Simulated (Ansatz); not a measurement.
Ansatz (a first-principles code) run on VAs2 (Cm, 6 atoms in the cell): self-consistent single point.

Method: PBEsol, default PAW files made with PBE (plane waves; Ansatz).

```xyz
6
Lattice="4.4974 -1.6350 0.0000 4.4974 1.6350 0.0000 -3.7136 0.0000 6.4433" Properties=species:S:1:pos:R:3 pbc="T T T"
V      4.6131     0.0000     5.2394
V      0.6682     0.0000     1.2539
As     2.0348     0.0000     5.7698
As     3.2466     0.0000     0.6735
As    -0.6587     0.0000     3.4461
As     5.9400     0.0000     2.9972
```

Reference input (self-consistent single point, DFT, PBEsol, plane waves, default PAW files made with PBE): basis.ecutwfc = 420 eV; kpoints.mp_grid.grid = 7 7 3; hamiltonian.xc = pbesol; hamiltonian.pseudopotentials = {kind: paw} (the program's default PAW files); scf.occupations.method = fermi_dirac; scf.occupations.width = 0.1 eV. This run's input differs from it in these lines:

Ansatz 0.2 input:
```diff
@@ -17,3 +17,3 @@
   mp_grid:
-    grid: [7, 7, 3]
+    grid: [12, 12, 5]
 hamiltonian:
@@ -24,4 +24,4 @@
   occupations:
-    method: fermi_dirac
-    width: 0.1
+    method: cold
+    width: 0.01
 output:
```

Output (repeated stretches shortened):

```
SCF iter   1: F=—  HF=-25025.450963 eV  |F-HF|=—  |Δ(HF+E_count)|=         —  Δρ=9.20e-3  dr2=6.53e-2  ethr=1.77e-3  ⟨swp⟩=6.1  Hψ=33936  notcnv=0
all-band conjugate gradients solve this SCF's bands
preconditioner: auto → Resta (q_TF=auto, 2.685 Å⁻¹)
SCF iter   2: F=—  HF=-25025.444405 eV  |F-HF|=—  |Δ(HF+E_count)|=   6.56e-3  S|Δr|=    0.00e0  Δρ=4.19e-3  dr2=1.30e-2  ethr=7.59e-5  ⟨swp⟩=2.0  Hψ=13234  notcnv=0  defer=496
SCF iter   3: F=—  HF=-25025.443676 eV  |F-HF|=—  |Δ(HF+E_count)|=   7.29e-4  S|Δr|=    0.00e0  Δρ=6.13e-4  dr2=1.86e-4  ethr=1.52e-5  ⟨swp⟩=2.0  Hψ=12500  notcnv=0  defer=496
SCF iter   4: F=—  HF=-25025.443662 eV  |F-HF|=—  |Δ(HF+E_count)|=   1.39e-5  S|Δr|=    0.00e0  Δρ=2.08e-4  dr2=2.95e-5  ethr=2.16e-7  ⟨swp⟩=2.0  Hψ=17224  notcnv=0  defer=496
SCF iter   5: F=—  HF=-25025.443661 eV  |F-HF|=—  |Δ(HF+E_count)|=   1.59e-6  S|Δr|=    0.00e0  Δρ=5.58e-5  dr2=3.59e-6  ethr=3.42e-8  ⟨swp⟩=2.0  Hψ=16816  notcnv=0  defer=496
SCF iter   6: F=-25025.443660 eV  HF=-25025.443660 eV  |F-HF|=2.10e-8  |Δ(HF+E_count)|=   5.06e-7  S|Δr|=    0.00e0  Δρ=9.63e-6  dr2=9.61e-8  ethr=1.16e-10  ⟨swp⟩=7.0  Hψ=44475  notcnv=0
SCF 1 converged in 6 iterations: F = -25025.443660 eV  dr2 = 9.61e-8
Stability not checked (fill_not_monotonic)
Free energy (F): -25025.443660 eV
Internal energy: -25025.443627 eV  (E = F + TS)
E sigma→0 (E₀):  -25025.443649 eV
Entropy (-TS):   -0.000034 eV (-0.006 meV/atom)
Fermi energy:    14.743962 eV
--- Forces (eV/Å), atoms counted from 1 ---
  atom   1  V      0.03228988    -0.00000000    -0.74069364
  atom   2  V      0.00115820     0.00000000     0.09584919
  atom   3  As     0.09465629    -0.00000000    -0.03999998
  atom   4  As    -0.17422690     0.00000000     0.33112117
  atom   5  As     0.14704574     0.00000000     0.17719802
  atom   6  As    -0.10089842     0.00000000     0.17652127
--- Stress (GPa, compression-positive) ---
       -0.686086       0.000000       0.166087
        0.000000      -2.379258      -0.000000
        0.166086      -0.000000      -1.468492
  P = ⅓ Tr σ = -1.5113 GPa (-15.113 kbar)
  The stress holds the Pulay correction. Without it, at fixed plane waves, as pw.x and ABINIT print it: P = -1.5501 GPa
```

The run converged in 6 iterations. Against the reference run the free energy goes up by 3.3 meV/atom, the pressure moves little (-1.47 to -1.51 GPa) and the largest force hardly changes (0.735 to 0.741 eV/Å).

The starting cell comes from a database of computed structures (which also holds hypothetical and non-ambient phases and stackings), without a prior relaxation at this level. Its lattice was rescaled by up to half a per cent. One atom was moved a little off its site on purpose. Spin polarisation is off, so a magnetic state, if there is one, cannot be reached. Ansatz's pressure includes its estimate of the finite-basis (Pulay) stress.

Cost on one core of a shared machine: roughly 70 s.
